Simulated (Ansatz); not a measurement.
Start from HfS2 in the CdI2 type structure (space group P-3m1, No. 164; layered, stacked along the Cartesian z axis).

```
HfS2
1.0
    3.54750     0.00000     0.00000
   -1.77375     3.07223     0.00000
    0.00000     0.00000     5.57728
Hf S
1 2
Direct
  0.00000   0.00000   0.00000
  0.33333   0.66667   0.26188
  0.66667   0.33333   0.73812
```

Calculations: PBEsol-D3(BJ) (Ansatz, a first-principles code, PAW, no spin-orbit coupling).

One change was made to it. Results:

| quantity | base | after |
|---|---|---|
| band gap | 0.45 eV | zero |
| volume per atom | 20.26 Å³ | 16.38 Å³ |
| c/a ratio | 1.572 | 1.544 |

**Question.** What was done to the base?
A) pressure 1.8 GPa
B) pressure 4.2 GPa
C) pressure 60 GPa
D) pressure 18 GPa
E) pressure −1 GPa

**Answer.** D, pressure 18 GPa. For comparison, the volume per atom in the other runs: pressure 60 GPa gives 12.83 Å³; pressure 4.2 GPa gives 18.84 Å³; pressure 1.8 GPa gives 19.55 Å³; pressure −1 GPa gives 20.79 Å³.

A case with no gap was solved on a k-mesh chosen for an insulator, which is coarse for it. With Hf present, leaving out spin-orbit coupling can change the band edges. Load acts through the strain it causes; cell and atoms are relaxed under it. Stability against distortions was not tested. No other phases were tried under pressure. All final runs are without spin polarisation. Gaps under 0.05 eV, about the width of the smearing, are given as zero. A zero or small gap of HfS2 under pressure 18 GPa, HfS2 under pressure 4.2 GPa and HfS2 under pressure 1.8 GPa can be the functional's error rather than a property of the material.
